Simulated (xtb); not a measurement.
xtb 6.7.1, GFN1-xTB: Al(tBu)2 (C[C](C)(C)[Al][C](C)(C)C), charge 0, multiplicity 2, 27 atoms. The geometry is a generated start, not checked to be a minimum at this level.

- method = GFN1-xTB
- --acc = 1 (default)
- --etemp (K) = 300 (default)
- detailed input (--input) = none: ANC optimiser, Lindh (1995) Hessian, microcycle=20, maxdispl=1.0, hlow=0.01 (default)
- basis functions = 78
- valence electrons = 53

```xyz
27

Al     0.7916     0.0673     0.3409
C     -0.4508     1.6189     0.9525
C     -1.9478     1.3178     1.0578
C      0.1050     1.9373     2.3509
C     -0.2400     2.8429     0.0517
H     -2.4868     2.1696     1.4787
H     -2.1221     0.4538     1.6998
H     -2.3672     1.1005     0.0762
H     -0.0600     1.0951     3.0270
H      1.1831     2.1199     2.2962
H     -0.3696     2.8211     2.7802
H      0.8268     3.0516    -0.0628
H     -0.6582     2.6672    -0.9396
H     -0.7181     3.7295     0.4732
C      0.6113    -1.6032    -0.8844
C     -0.7127    -1.8372    -1.6149
C      1.7428    -1.4593    -1.9145
C      0.9204    -2.8123     0.0119
H     -0.6628    -2.7397    -2.2284
H     -0.9471    -0.9956    -2.2663
H     -1.5300    -1.9534    -0.9037
H      1.5407    -0.6276    -2.5914
H      2.6921    -1.2602    -1.4076
H      1.8575    -2.3668    -2.5100
H      1.8417    -2.6388     0.5763
H      0.1130    -2.9758     0.7270
H      1.0471    -3.7225    -0.5768
```

Charge 0 and multiplicity 2 are set for this test and not shown to be the ground state. GFN-xTB has no spin term: --uhf 1 sets the occupations alone.

The structure is relaxed from this start with --opt LEVEL for the levels crude, sloppy, loose, lax, normal, tight, vtight, extreme, once each. Up to the end of the extreme run atoms move by at most 1.1 Å along an axis.

**Question.** Which level is enough to come within 20 meV of the tightest end point?

**Answer.** normal: 78 cycles against 94, ending 0.41 meV above.

| level | cycles | energy above the extreme run (meV) | gradient norm (eV/Å) |
|---|---|---|---|
| crude | 6 | 78 | 0.18 |
| sloppy | 15 | 34 | 0.13 |
| loose | 15 | 34 | 0.13 |
| lax | 16 | 34 | 0.099 |
| normal | 78 | 0.41 | 0.011 |
| tight | 83 | 0.11 | 0.0043 |
| vtight | 94 | under 0.01 | 0.0015 |
| extreme | 94 | — | 0.0015 |
